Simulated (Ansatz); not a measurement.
Functionals side by side, with their cost (level): Cs₂LiYI₆ (Fm-3m, 10 atoms in the cell)

Cell: a = 8.5231 Å, b = 8.5231 Å, c = 8.5231 Å, α = 60.00°, β = 60.00°, γ = 60.00°.

Program: Ansatz (an electronic-structure program), default PAW files; each row names its functional.

Base settings: basis.ecutwfc = 30.9 Ry; kpoints.mp_grid.grid = 2 2 2; hamiltonian.xc = pbe0; hamiltonian.pseudopotentials = {kind: paw}, with the files named one by one; scf.occupations.method = gaussian; scf.occupations.width = 0.0007 Ry.

Differences are taken from PBE0, a reference of convenience: it is no measurement, and no ranking of the functionals follows. Where a row names another cutoff or potentials, its difference holds that change too.

Core times come from one kind of shared machine and are given to one figure; runs under 30 s give none.

The starting cell comes from a database of computed structures (which also holds hypothetical and non-ambient phases and stackings), without a prior relaxation at this level. Its lattice was rescaled by a random factor within 2.5 % of one. Spin-orbit coupling is off. Ansatz's pressure includes its estimate of the finite-basis (Pulay) stress.

| level | gap on the mesh less reference (eV) | pressure less reference (GPa) | largest difference in the force on any atom (eV/Å) | core time / reference (rough) |
|---|---|---|---|---|
| PBEsol (hamiltonian.pseudopotentials: {kind: paw}, with the files named one by one → {kind: paw} (the program's default PAW files)) | -1.812 | -0.83 | 0.040 | – |
| HSE06 | -0.722 | 0.03 | 0.002 | 1 |
| PBE0 | 0.000 | 0.00 | 0.000 | 1 |

PBEsol (hamiltonian.pseudopotentials: {kind: paw}, with the files named one by one → {kind: paw} (the program's default PAW files)) ran in under 30 s, against roughly 300 s for PBE0.

Keys are those of Ansatz 0.2.
